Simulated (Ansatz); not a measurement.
**Rb2NaSbF6 (space group Fm-3m, No. 225; a cell from a computed database, its experimental status unchecked)**

Rb2NaSbF6 is modelled in the cubic space group Fm-3m (No. 225), Pearson symbol cF40. Conventional cell: a = 8.9064 Å, b = 8.9064 Å, c = 8.9064 Å, α = 90.00°, β = 90.00°, γ = 90.00°. Rb on 8c sees 12 F at 3.149 Å and 4 Sb at 3.857 Å. Na on 4b is surrounded by 6 F at 2.266 Å (octahedral). Sb on 4a is surrounded by 6 F at 2.188 Å and 8 Rb at 3.857 Å. F on 24e is surrounded by 1 Sb at 2.188 Å and 1 Na at 2.266 Å and 4 Rb at 3.149 Å (octahedral). (Neighbours: up to the widest gap in distance over summed covalent radii, below 1.35, at either atom; cation-cation and far metal-metal contacts left out.)
(The calculation used a cell of 10 atoms; values per cell refer to that cell.)

The values are results of Kohn–Sham DFT with the PBEsol functional, run in Ansatz (an electronic-structure program) with PAW and 420 eV plane waves, without spin-orbit coupling, not measurements. Settings: 7×7×7 k-points, 0.05 eV Fermi–Dirac smearing.

| Property | Result |
|---|---|
| Volume per atom | 17.66 Å³ |
| Density | 4.04 g/cm³ |
| Band gap | 4.08 eV, indirect, W → L |
| Lowest conduction-band minima above the VBM | L along ⟨111⟩ 4.08 eV; a point along ⟨110⟩, about 0.4 Å⁻¹ from Γ 4.20 eV; a point along ⟨100⟩, about 0.2 Å⁻¹ from Γ 4.25 eV |
| Total energy | -1912.980 eV/atom (σ→0; compares only within this code and set-up) |

Spin-orbit coupling, missing from the scalar runs, can matter with Sb. No phonon test of stability was made.
